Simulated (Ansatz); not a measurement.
# A computed series for PtSe2: response to strain

Base system: PtSe₂ in the CdI2 type structure (space group P-3m1, No. 164; a = 3.772 Å, c = 4.821 Å; layered; relaxed with 0.1 eV smearing).

Strains are applied to the cell and any free atomic positions relax.

All numbers come from PBE-D3(BJ) (Ansatz, a program for electronic structure; PAW; 420 eV plane waves; scalar-relativistic without spin-orbit coupling).

Notes on the quantities. pressure: mean of the normal stresses, compression positive; energy relative to the base: free energy F.

| change | shortest interatomic distance | pressure | energy relative to the base |
|---|---|---|---|
| base | 2.526 Å | 0.0 GPa | 0 meV/atom |
| isotropic strain −3.00 % | 2.487 Å | 9.5 GPa | +47 meV/atom |
| isotropic strain −2.50 % | 2.494 Å | 7.6 GPa | +32 meV/atom |
| isotropic strain −2.00 % | 2.501 Å | 5.8 GPa | +20 meV/atom |
| isotropic strain −1.50 % | 2.507 Å | 4.2 GPa | +11 meV/atom |
| isotropic strain −0.50 % | 2.520 Å | 1.3 GPa | +1.1 meV/atom |
| isotropic strain +0.50 % | 2.532 Å | -1.2 GPa | +1.1 meV/atom |
| isotropic strain +1.00 % | 2.538 Å | -2.2 GPa | +4.4 meV/atom |
| isotropic strain +1.50 % | 2.545 Å | -3.2 GPa | +9.6 meV/atom |
| isotropic strain +2.50 % | 2.556 Å | -5.0 GPa | +26 meV/atom |

Stability against distortions was not tested. The final runs are not spin-polarised.
